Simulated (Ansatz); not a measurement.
Cost and result by functional for the adsorption energy of Cl on the 1x1 (111) surface of fcc Ag, one in a 2x2 cell, started at the site 'bridge Ag-Ag (span 2.9 Å)', in Ansatz (plane waves, PAW). Single points on the PBE structure, on one kind of machine; costs are rough ratios of the slab run's core time (references not counted) to the cheapest single point. r2SCAN's cost holds its higher cutoff (500 against 420 eV). Differences are taken against r2SCAN for comparison alone: no measured value is at hand, so the table doesn't rank accuracy.

Model: 17-atom slab, 7.1 Å thick at the start under the adsorbate (thin: gaps and levels are the slab's own), 6x6x1 mesh, Fermi-Dirac 0.1 eV, dipole correction, 8 atoms held, the rest relaxed; held to the start's symmetry, so lower structures may exist; no spin, no spin-orbit, no U, no dispersion correction. At the end it is bonded to 2 Ag. In PBE this state lies 0.07 eV over the lowest of the starts that converged ('hollow Ag-Ag-Ag over Ag at depth 4.7 Å'). These notes are the PBE run's. Adsorption energies are against ½ Cl2(g). A negative adsorption energy means that the adsorbate is more stable on the surface than in its reference.

```tsv
functional	relative cost	adsorption energy (eV)	less r2SCAN (eV)
RPBE	1	-1.25	0.55
r2SCAN	2	-1.80	0.00
PBE (the relaxed run's value)	–	-1.42	0.38
```

The values span 0.55 eV, while the single points' costs differ by a factor of roughly 2. Differences are of unrounded values.

Ansatz is a quantum-chemistry and plane-wave program.
